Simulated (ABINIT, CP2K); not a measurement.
A CP2K input for a self-consistent single point of Ca₂CdPt₂ (Immm, 5 atoms in the cell) (DFT LDA (Pade form), GPW, DZVP-MOLOPT-SR-GTH basis, GTH-PADE potentials (GTH_POTENTIALS)):

```
&GLOBAL
  PROJECT ca2cdpt2
  RUN_TYPE ENERGY_FORCE
  PRINT_LEVEL LOW
&END GLOBAL
&FORCE_EVAL
  METHOD Quickstep
  STRESS_TENSOR ANALYTICAL
  &DFT
    BASIS_SET_FILE_NAME BASIS_MOLOPT
    POTENTIAL_FILE_NAME GTH_POTENTIALS
    &QS
      METHOD GPW
      EPS_DEFAULT 1E-10
    &END QS
    &MGRID
      CUTOFF 500
      REL_CUTOFF 50
      NGRIDS 5
    &END MGRID
    &SCF
      SCF_GUESS ATOMIC
      EPS_SCF 1E-6
      MAX_SCF 100
      ADDED_MOS 12
      &DIAGONALIZATION
        ALGORITHM STANDARD
      &END DIAGONALIZATION
      &MIXING
        METHOD BROYDEN_MIXING
        ALPHA 0.2
        NBUFFER 8
      &END MIXING
      &SMEAR ON
        METHOD GAUSSIAN
        SIGMA [eV] 0.1
      &END SMEAR
    &END SCF
    &KPOINTS
      SCHEME MONKHORST-PACK 5 5 5
    &END KPOINTS
    &XC
      &XC_FUNCTIONAL PADE
      &END XC_FUNCTIONAL
    &END XC
    &PRINT
      &MO
        EIGENVALUES T
        OCCUPATION_NUMBERS T
        NDIGITS 8
        FILENAME mo
        &EACH
          QS_SCF 0
        &END EACH
        ADD_LAST NUMERIC
      &END MO
      &MULLIKEN OFF
      &END MULLIKEN
    &END PRINT
  &END DFT
  &SUBSYS
    &CELL
      A 5.53161300 0.00000000 0.00000000
      B 0.79724600 5.47386000 0.00000000
      C -2.51604000 -3.48659600 3.48022100
      PERIODIC XYZ
    &END CELL
    &COORD
      Ca       1.03286855     2.63026140     1.74011050
      Ca       2.77995045    -0.64299740     1.74011050
      Cd       0.00000000     0.00000000     0.00000000
      Pt       3.84266202     1.95275969     0.78273651
      Pt      -0.02984302     0.03450431     2.69748449
    &END COORD
    &KIND Ca
      BASIS_SET DZVP-MOLOPT-SR-GTH-q10
      POTENTIAL GTH-PADE-q10
    &END KIND
    &KIND Cd
      BASIS_SET DZVP-MOLOPT-SR-GTH-q12
      POTENTIAL GTH-PADE-q12
    &END KIND
    &KIND Pt
      BASIS_SET DZVP-MOLOPT-SR-GTH-q18
      POTENTIAL GTH-PADE-q18
    &END KIND
  &END SUBSYS
  &PRINT
    &FORCES ON
    &END FORCES
    &STRESS_TENSOR ON
    &END STRESS_TENSOR
  &END PRINT
&END FORCE_EVAL
```

Q: Write the same calculation as an input for ABINIT.

A: This is the input that was run; spellings and numerical settings could be chosen otherwise.

```
# Ca2CdPt2, JTH v2.0 LDA PAW
pp_dirpath "./"
pseudos "Ca.LDA_PW-JTH.xml, Cd.LDA_PW-JTH.xml, Pt.LDA_PW-JTH.xml"
acell 3*1.0 Angstrom
rprim
        -2.1803330000    2.8879910000    4.1838260000
         2.1803330000   -2.8879910000    4.1838260000
         2.1803330000    2.8879910000   -4.1838260000
natom 5
ntypat 3
znucl 20 48 78
typat 1 1 2 3 3
xred
         0.2989900000    0.7989900000    0.5000000000
         0.7010100000    0.2010100000    0.5000000000
         0.0000000000    0.0000000000    0.0000000000
         0.7249100000    0.5000000000    0.2249100000
         0.2750900000    0.5000000000    0.7750900000
ecut 21
pawecutdg 42
pawovlp -1
ixc 7
occopt 7
tsmear 0.00367493
nband 34
kptopt 1
ngkpt 5 5 5
nshiftk 1
shiftk 0 0 0
nstep 80
tolvrs 1.0e-12
prtwf 0
prtden 0
enunit 1
```

Basis settings and potentials, where a program has them, do not carry over. This input uses DFT, LDA (PW92), plane waves, PAW (JTH v2.0 LDA PAW). LDA parametrisations can differ slightly between programs.

The starting cell comes from a database of computed structures (which also holds hypothetical and non-ambient phases and stackings), without a prior relaxation at this level. For this run, on top of that: lattice scaled by 0.98.
